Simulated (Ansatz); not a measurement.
# Phonon-limited transport in Ti2AlN (P6_3/mmc)

Consider the following.

```
CELL_PARAMETERS angstrom
      2.96338     0.00000     0.00000
     -1.48169     2.56636     0.00000
      0.00000     0.00000    13.53363
ATOMIC_POSITIONS crystal
  Ti 0.33333 0.66667 0.08501
  Ti 0.66667 0.33333 0.91499
  Ti 0.66667 0.33333 0.58501
  Ti 0.33333 0.66667 0.41499
  Al 0.33333 0.66667 0.75000
  Al 0.66667 0.33333 0.25000
  N  0.00000 0.00000 0.00000
  N  0.00000 0.00000 0.50000
```

These are PBEsol, DFPT electron-phonon coupling, linearised Boltzmann equation (plane waves, PAW, scalar-relativistic; Ansatz, an electronic-structure program) values and carry that method's errors. Cell: relaxed with this functional, without spin-orbit coupling.

```json
{
 "resistivity at 300 K": "16.1 (x), 16.1 (y), 22 (z) μΩ·cm",
 "electron-phonon coupling λ": "0.27",
 "transport coupling λ_tr": "0.28",
 "logarithmic_mean_phonon_energy": "35 meV",
 "density of states at the Fermi level": "1.98 states/(eV·spin·cell)",
 "drude_plasma_energy": "4.0 (x), 4.0 (y), 3.4 (z) eV",
 "Tc for μ* = 0.10 (anisotropic Eliashberg)": "below 1 K",
 "Tc for μ* = 0.13 (anisotropic Eliashberg)": "below 1 K"
}
```

A metal at this level (no band gap). Only scattering by harmonic phonons is included (no impurities, grain boundaries, electron-electron scattering or thermal expansion). Spin-orbit coupling is left out. Halving the electron mesh (32x32x8) moves the resistivity by up to 4 % at 300 K, the coupling by up to 1 %. Smearing 0.20 eV; phonons on a 5x5x1 q mesh, which this run doesn't test and which matters most at low temperature. Tc comes from the anisotropic Migdal-Eliashberg equations with μ*, a chosen number, referred to 42 meV.

Computed structure with no diffraction record at hand here (it may be known, metastable or hypothetical): Ti2AlN (P6_3/mmc).
